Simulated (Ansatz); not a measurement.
## Ru, response to strain

The parent structure is Ru in the hcp (Mg type) structure (space group P6_3/mmc, No. 194; a = 2.7219 Å, c = 4.2940 Å; relaxed with 0.1 eV smearing). Axes: x lies along a and z along c of the hexagonal cell.

Strains are applied to the cell and any free atomic positions relax; under biaxial strain the out-of-plane vector relaxes too.

Level of theory: PBE (Ansatz, a quantum-chemistry and plane-wave program, PAW, no SOC).

```json
[
 {"biaxial strain, plane normal [001], relaxed out of plane (%)": "0", "out-of-plane strain (%)": "0.00"},
 {"biaxial strain, plane normal [001], relaxed out of plane (%)": "0.5", "out-of-plane strain (%)": "-0.27"},
 {"biaxial strain, plane normal [001], relaxed out of plane (%)": "1", "out-of-plane strain (%)": "-0.54"},
 {"biaxial strain, plane normal [001], relaxed out of plane (%)": "1.5", "out-of-plane strain (%)": "?"},
 {"biaxial strain, plane normal [001], relaxed out of plane (%)": "2", "out-of-plane strain (%)": "-1.07"},
 {"biaxial strain, plane normal [001], relaxed out of plane (%)": "2.5", "out-of-plane strain (%)": "-1.34"},
 {"biaxial strain, plane normal [001], relaxed out of plane (%)": "3", "out-of-plane strain (%)": "-1.61"}
]
```

Q: Fit ε⊥ = −νε + γε² (strains in %) to the rows shown and predict the withheld row.

A: Least squares on the printed values gives ν = 0.54 (the biaxial Poisson response) and γ = 0.000 (largest residual 0.00 %); this predicts -0.81 %, and the run gives -0.80 %, in agreement.

No phonon test of stability was made. The final runs are not spin-polarised.
